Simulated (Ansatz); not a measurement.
Functionals compared on the (10-12) surface of hcp Re in its 1x1 cell, outermost plane spacing 1.09 Å in the ideal cut, in Ansatz (plane waves, PAW). The structure was relaxed with PBE; the other rows are single points on it, each with its references at the same level. Cutoff 420 eV (500 eV for r2SCAN).

Set-up: 14 atoms, 10.9 Å thick at the start; mesh 13x6x1; 0.1 eV smearing; dipole correction on; all atoms relaxed; start symmetry kept, larger cells not searched; no spin, no spin-orbit, no U. These notes are the PBE run's.

```json
[
 {"functional": "PBE", "surface energy (J/m²)": "3.36", "work function of the top face (eV)": "4.63", "rough cost of the single point": "–"},
 {"functional": "LDA", "surface energy (J/m²)": "3.85", "work function of the top face (eV)": "4.93", "rough cost of the single point": "about 4 core-minutes (a rough figure)"},
 {"functional": "PBEsol", "surface energy (J/m²)": "___", "work function of the top face (eV)": "___", "rough cost of the single point": "about 3 core-minutes (a rough figure)"},
 {"functional": "RPBE", "surface energy (J/m²)": "3.15", "work function of the top face (eV)": "4.49", "rough cost of the single point": "around 4 core-minutes (rough)"},
 {"functional": "r2SCAN", "surface energy (J/m²)": "3.55", "work function of the top face (eV)": "4.67", "rough cost of the single point": "roughly 6 core-minutes"}
]
```

Problem. Complete the blanks.

Solution. 
- PBEsol, surface energy (J/m²): 3.75
- PBEsol, work function of the top face (eV): 4.73

Ansatz is a quantum-chemistry and plane-wave program.
